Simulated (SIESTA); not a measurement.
Worked example: self-consistent single point of HfAu (P4/nmm, 4 atoms in the cell) in SIESTA.

Level of theory: LDA PW92, numerical atomic orbitals TZP, PseudoDojo LDA standard norm-conserving potentials (rewritten from UPF to PSML) (SIESTA).

```xyz
4
Lattice="3.4839 0.0000 0.0000 0.0000 3.4839 0.0000 0.0000 0.0000 6.3205" Properties=species:S:1:pos:R:3 pbc="T T T"
Hf     0.0000     1.7419     5.3824
Hf     1.7419     0.0000     0.9381
Au     0.0000     1.7419     2.3476
Au     1.7419     0.0000     3.9729
```

Reference input (self-consistent single point, DFT, GGA PBEsol, numerical atomic orbitals TZP, PseudoDojo PBEsol standard norm-conserving potentials (rewritten from UPF to PSML)): XC.functional = GGA; XC.authors = PBEsol; potentials = PseudoDojo PBEsol standard; PAO.BasisSize = TZP; PAO.EnergyShift = 0.01 Ry; MeshCutoff = 300 Ry; kgrid.MonkhorstPack = 8 8 4; OccupationFunction = MP; OccupationMPOrder = 0; ElectronicTemperature = 100 meV; MaxSCFIterations = 150; SCF.Mixer.Method = Broyden. This run's input differs from it in these lines:

```diff
@@ -1,2 +1,2 @@
-# files in the folder: Hf.psml Au.psml (PseudoDojo PBEsol standard)
+# files in the folder: Hf.psml Au.psml (PseudoDojo LDA standard)
 SystemName  HfAu
@@ -24,4 +24,4 @@
 
-XC.functional                GGA
-XC.authors                   PBEsol
+XC.functional                LDA
+XC.authors                   PW92
 PAO.BasisSize                TZP
```

The program printed (abridged):

```
        iscf     Eharris(eV)        E_KS(eV)     FreeEng(eV)     dDmax    Ef(eV) dHmax(eV)
   scf:    1   -10948.590017   -11052.511194   -11052.523410  1.758578 -1.446036 30.906364
   scf:    2   -11076.751817   -11094.563478   -11094.584528  0.729094 -1.699930  8.819600
   scf:    3   -11102.344807   -11099.995483   -11100.010257  0.332353 -2.156034  3.746288
   scf:    4   -11101.205276   -11100.800541   -11100.815199  0.185914 -2.467029  1.022608
   scf:    5   -11100.897243   -11100.886558   -11100.901670  0.046952 -2.559611  0.470055
   [... 2 lines left out ...]
   scf:    8   -11100.900262   -11100.899404   -11100.914555  0.003696 -2.570602  0.012476
   scf:    9   -11100.899405   -11100.899415   -11100.914584  0.000719 -2.571166  0.002094
   scf:   10   -11100.899413   -11100.899414   -11100.914585  0.000055 -2.571406  0.001480
   scf:   11   -11100.899414   -11100.899414   -11100.914585  0.000033 -2.571593  0.000982
SCF Convergence by DM+H criterion
max |DM_out - DM_in|         :     0.0000325275
max |H_out - H_in|      (eV) :     0.0009818605
SCF cycle converged after 11 iterations

Using DM_out to compute the final energy and forces

siesta: E_KS(eV) =           -11100.8994

siesta: E_KS - E_eggbox =    -11100.8994

siesta: Atomic forces (eV/Ang):
     1   -0.000000   -0.000000   -0.083104
     2    0.000000    0.000000    0.083104
     3    0.000000    0.000000    0.076432
     4    0.000000   -0.000000   -0.076432
   Tot   -0.000000    0.000000   -0.000000
   Max    0.083104
   Res    0.046094    sqrt( Sum f_i^2 / 3N )
   Max    0.083104    constrained

Stress tensor Voigt[x,y,z,yz,xz,xy] (kbar):      121.97      121.97      113.14       -0.00        0.00        0.00
(Free)E + p*V (eV/cell)   -11106.6139
   [... lines left out ...]
siesta: FreeEng =    -11100.914585
   [... lines left out ...]
siesta:     0.076131    0.000000    0.000000
siesta:     0.000000    0.076131   -0.000000
siesta:     0.000000   -0.000000    0.070619

siesta: Cell volume =         76.713924 Ang**3

siesta: Pressure (static):
siesta:                Solid            Molecule  Units
siesta:          -0.00080916         -0.00078580  Ry/Bohr**3
siesta:          -0.07429356         -0.07214894  eV/Ang**3
siesta:        -119.03140133       -115.59535184  kBar
```

The run converged in 11 iterations. Against the reference run the pressure goes from -6.99 to -11.90 GPa and the largest force goes from 0.140 to 0.083 eV/Å.

The starting cell comes from a database of computed structures (which also holds hypothetical and non-ambient phases and stackings), without a prior relaxation at this level. Values carry the incompleteness of an atom-centred basis. With a pressure of about -12 GPa the cell is away from its equilibrium volume at this level.

Cost on one core of a shared machine: roughly 50 s.
